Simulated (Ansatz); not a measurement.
The parent structure is Si in the diamond structure (space group Fd-3m, No. 227; a = 5.4443 Å). Axes: x, y, z lie along the cube axes.

One thing is altered: biaxial strain −2.33 %, plane normal [001], relaxed out of plane (Cartesian); in-plane vectors clamped, the third vector and the atoms free.

Levels (all Ansatz, a first-principles code, PAW): r2SCAN (500 eV, no spin-orbit coupling); HSE06 (420 eV, no SOC).

The geometry is relaxed with r2SCAN.

| Item | Result |
|---|---|
| r2SCAN band gap | 0.49 eV |

Question: Predict the band gap from HSE06.

Answer: The band gap grows by 0.37 eV to 0.86 eV.

Single points use the geometry relaxed with r2SCAN. HSE06 gaps are upper bounds (no full band path). No phonon test of stability was made.
